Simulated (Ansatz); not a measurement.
Here is the system:

```
CELL_PARAMETERS angstrom
      4.53595     0.00000     0.00000
     -2.26798     3.92825     0.00000
      0.00000     0.00000     7.38173
ATOMIC_POSITIONS crystal
  Mg 0.33333 0.66667 0.99977
  Mg 0.66667 0.33333 0.49977
  Te 0.33333 0.66667 0.37623
  Te 0.66667 0.33333 0.87623
```

No spin polarisation.

Computed with DFT with LDA, PAW potentials and a 420 eV plane-wave cutoff in Ansatz (a program for electronic structure), scalar-relativistic without spin-orbit coupling. Settings: 9×9×5 k-points, 0.05 eV Fermi–Dirac smearing.

Predict the space group and pressure.

The space group is P6_3mc (No. 186) and the pressure (mean of the normal stresses, compression positive) is -0.66 GPa.

The cells carry an imposed strain or load. No phonon test of stability was made. The cell was made from MgTe in the wurtzite structure (space group P6_3mc, No. 186) by this change: isotropic strain +0.60 %.
